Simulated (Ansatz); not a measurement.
## Lattice parameter a of TaSiO (model structure, started from the ZrSiS type, P4/nmm, No. 129, 6 atoms in the cell) at several levels of theory

No measured value is used here.

```tsv
level (code)	value (Å)
LDA (Ansatz)	3.218
PBE (Ansatz)	3.284
PBEsol (Ansatz)	3.245
r²SCAN (Ansatz)	3.265
```

Density-functional levels without +SOC have no spin–orbit coupling. Cutoffs differ between the levels. Ansatz's density-functional and Hartree–Fock values are scalar-relativistic unless marked +SOC, with PAW data made under PBE.

A model structure was made by putting elements into a prototype or built by hand; it is no filed structure, need not be a known phase, and can be a saddle point held by its symmetry.

Ansatz is an electronic-structure program.
